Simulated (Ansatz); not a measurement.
V_Si in 4H silicon carbide (start: the Si(k) site; 96-site cell, 2×2×2 shifted sampling). These are PBE, PAW (plane waves to 420 eV; Ansatz, an electronic-structure program) values and carry that method's errors. Total energies of the localised charge states, counted from that of charge 0, and their image corrections (point charge with alignment); the host's valence-band maximum lies at 9.362 eV on the cells' energy zero and its gap is 2.23 eV.

```
charge  moment (μB)  E − E(first) (eV)  correction (eV)
------  -----------  -----------------  ---------------
0               2.0              0.000            0.000
−1              3.0              9.599            0.406
−2              2.0             19.835            1.160
−3              1.0             30.188            2.242
```

Q: Derive the transition levels above the valence-band maximum and say which of them are thermodynamic.

A: A level is the Fermi energy at which two charges have equal formation energy: ε(q/q′) = [E(q′) + corr(q′) − E(q) − corr(q)] / (q − q′) − E_VBM.
ε(0/−1) = [(9.599 + 0.406) − (0.000 + 0.000)] / 1 − 9.362 = 0.64 eV
ε(−1/−2) = [(19.835 + 1.160) − (9.599 + 0.406)] / 1 − 9.362 = 1.63 eV
ε(−2/−3) = [(30.188 + 2.242) − (19.835 + 1.160)] / 1 − 9.362 = 2.07 eV
Thermodynamic levels at least 0.1 eV inside the gap: (0/−1) at 0.64 eV; (−1/−2) at 1.63 eV; (−2/−3) at 2.07 eV. Corrections reach 2.24 eV, so the outer levels may be off by several tenths of an eV. Charges from +1 to −3 were run; one beyond them could lie lower near a band edge. Charge +1 has its level within 0.1 eV of a band edge or past it. Flagged in the runs: a host whose relaxation on this sampling wasn't shown to rest.
